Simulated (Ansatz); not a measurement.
## Cubic perovskite KZnF3: band gap by level of theory

No measured value is used here.

```json
[
 {"level (code)": "LDA (Ansatz)", "value (eV)": "3.62 (indirect)", "cell (Å³/atom)": "13.34"},
 {"level (code)": "PBE (Ansatz)", "value (eV)": "3.86 (indirect)", "cell (Å³/atom)": "13.34"},
 {"level (code)": "RPBE (Ansatz)", "value (eV)": "4.05 (indirect)", "cell (Å³/atom)": "13.34"},
 {"level (code)": "PBE-D3(BJ) (Ansatz)", "value (eV)": "3.78", "cell (Å³/atom)": "13.74"},
 {"level (code)": "r²SCAN-D4 (Ansatz)", "value (eV)": "4.65", "cell (Å³/atom)": "13.17"},
 {"level (code)": "r²SCAN+rVV10 (Ansatz)", "value (eV)": "4.62", "cell (Å³/atom)": "13.07"},
 {"level (code)": "PBE0 (Ansatz)", "value (eV)": "…", "cell (Å³/atom)": "13.34"},
 {"level (code)": "Hartree–Fock (Ansatz)", "value (eV)": "…", "cell (Å³/atom)": "13.34"}
]
```

**Question.** Fill in the missing entries.

**Answer.** 
- PBE0 (Ansatz, a first-principles code), value (eV): 7.09 (indirect)
- Hartree–Fock (Ansatz), value (eV): 17.19 (indirect)

Computed values are for a static lattice.  PBE-D3(BJ), r²SCAN-D4, r²SCAN+rVV10: the gap is read on the k mesh or supercell of the run alone and can be too large. Values are at the measured cell; PBE-D3(BJ) at the level's own equilibrium cell; r²SCAN-D4 at the level's own equilibrium cell; r²SCAN+rVV10 at the level's own relaxed cell. Cutoffs and k meshes differ between the levels. Ansatz's density-functional and Hartree–Fock values are scalar-relativistic unless marked +SOC, with PAW data made under PBE.
